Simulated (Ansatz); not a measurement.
## What N → Br does to TaN

The parent structure is TaN in the rock salt structure (space group Fm-3m, No. 225; a = 4.376 Å).

Modification: Br takes the place of N on all its sites, then cell and atoms are relaxed.

Level of theory: PBEsol (Ansatz, a program for electronic structure), no spin-orbit coupling. k-mesh 15×15×15 (Γ-centred); smearing 0.05 eV (Fermi–Dirac), for the changed cell.

The density decreases by 4.09 g/cm³ to 11.37 g/cm³ and the lattice parameter a increases by 0.9655 Å (4.376 Å → 5.341 Å). The space group stays Fm-3m (No. 225) and the band gap remains zero.

Final structure:

```
TaBr
1.0
    0.00000     2.67056     2.67056
    2.67056     0.00000     2.67056
    2.67056     2.67056     0.00000
Br Ta
1 1
Direct
  0.00000   0.00000   0.00000
  0.50000   0.50000   0.50000
```

No phonon test of stability was made. As relaxed here, TaBr is a hypothetical phase, not in the database extracts checked. No Hubbard U is applied, and correlation can decide whether such a compound is a metal. The final runs are not spin-polarised. TaBr has a high density of states at the Fermi level and may be magnetic at this level. This is not the structure that TaN has at room temperature and ambient pressure.
